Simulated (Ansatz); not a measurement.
# Response to strain in ScAl3

The parent structure is ScAl$_{3}$ in the Cu3Au type structure (space group Pm-3m, No. 221; a = 4.072 Å; relaxed with 0.1 eV smearing).

Strains are applied to the cell and any free atomic positions relax.

The values are results of plane-wave PAW DFT at the PBEsol level (Ansatz, a program for electronic structure, 420 eV), no spin-orbit coupling, not measurements.

Notes on the quantities. energy relative to the base: free energy F.

```tsv
isotropic strain (%)	energy relative to the base (meV/atom)
-3	42.8
-2.4	26.9
-1.8	?
-1.2	6.5
-0.6	1.6
0	0.0
```

Q: Fit ΔE = Aε² + Bε³ (ε in %) to the rows shown and predict the withheld row.

A: Least squares on the printed values gives A = 4.34 and B = -0.14 meV/atom (largest residual 0.0 meV/atom); this predicts 14.9 meV/atom, and the run gives 14.9 meV/atom, in agreement.

Whether these cells are dynamically stable was not tested. All final runs are without spin polarisation.
